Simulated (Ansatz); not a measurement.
## A computed series for Y: response to strain

The parent structure is Y in the hcp (Mg type) structure (space group P6_3/mmc, No. 194; relaxed with 0.1 eV smearing).

```
Y
1.0
    3.65235     0.00000     0.00000
   -1.82617     3.16303     0.00000
    0.00000     0.00000     5.70294
Y
2
Cartesian
  1.82617   1.05434   4.27720
  0.00000   2.10868   1.42573
```

Cartesian axes are those of the cell as printed.

Strains are applied to the cell and any free atomic positions relax.

Level of theory: plane-wave PAW DFT at the PBE level (Ansatz, an electronic-structure program, 420 eV), without spin-orbit coupling.

Notes on the quantities. energy relative to the base: free energy F; pressure: mean of the normal stresses, compression positive.

| variant | volume per atom | energy relative to the base | pressure |
|---|---|---|---|
| base | 32.94 Å³ | 0 meV/atom | 0.0 GPa |
| uniaxial strain ε_zz = −3.00 % | 31.95 Å³ | ? | 1.3 GPa |
| uniaxial strain ε_zz = −2.50 % | 32.12 Å³ | +5.2 meV/atom | 1.1 GPa |
| uniaxial strain ε_zz = −2.00 % | 32.28 Å³ | +3.3 meV/atom | 0.8 GPa |
| uniaxial strain ε_zz = −0.50 % | 32.78 Å³ | +0.2 meV/atom | 0.2 GPa |
| uniaxial strain ε_zz = +0.50 % | 33.11 Å³ | +0.2 meV/atom | -0.2 GPa |
| uniaxial strain ε_zz = +1.00 % | 33.27 Å³ | +0.8 meV/atom | -0.4 GPa |
| uniaxial strain ε_zz = +1.50 % | 33.44 Å³ | +1.8 meV/atom | ? |
| uniaxial strain ε_zz = +2.00 % | 33.60 Å³ | +3.1 meV/atom | ? |
| uniaxial strain ε_zz = +2.50 % | 33.77 Å³ | ? | -0.9 GPa |

**Question.** Fill in the withheld entries from the trend.

**Answer.** 
- uniaxial strain ε_zz = −3.00 %, energy relative to the base: +7.6 meV/atom
- uniaxial strain ε_zz = +1.50 %, pressure: -0.6 GPa
- uniaxial strain ε_zz = +2.00 %, pressure: -0.8 GPa
- uniaxial strain ε_zz = +2.50 %, energy relative to the base: +4.8 meV/atom

Stability against distortions was not tested. All final runs are without spin polarisation.
